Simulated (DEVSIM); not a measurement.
Structure: abrupt GaAs n-p junction, at 300 K.

Layer 1 from the left is GaAs, thickness (μm) 4.80, Nd (cm⁻³) 4.8e14, τn (s) 2e-8, τp (s) 2e-8. Layer 2 from the left is GaAs, thickness (μm) 26.0, Na (cm⁻³) 2.5e17, τn (s) 2e-8, τp (s) 2e-8.

Left contact: ohmic. Right contact: ohmic. Voltage is applied to the left contact. Recombination: SRH at mid-gap, radiative. Mobility is constant in doping.

Constants are typed, rounded textbook-type inputs, not results; the design itself was drawn at random and stands for no fabricated device. Values at 300 K.

GaAs: gap (eV) 1.424, affinity (eV) 4.07, permittivity 12.9, Nc (cm⁻³) 4.7e17, Nv (cm⁻³) 9e18, μn (cm²/Vs) 8500, μp (cm²/Vs) 400, B (cm³/s) 2e-10.

Simulated with DEVSIM: 1D drift-diffusion, Boltzmann statistics, complete ionisation; no tunnelling, impact ionisation, image-force lowering or self-heating.

**Question.** What does the simulation give for the dark forward voltage at 100 A/cm², the potential step across the device at zero bias, the largest field in the device at zero bias, the dark forward voltage at 1 A/cm²?

**Answer.** dark forward voltage at 100 A/cm² 1.175 V; potential step across the device at zero bias 1.153 V; largest field in the device at zero bias 28000 V/cm; dark forward voltage at 1 A/cm² 0.976 V.
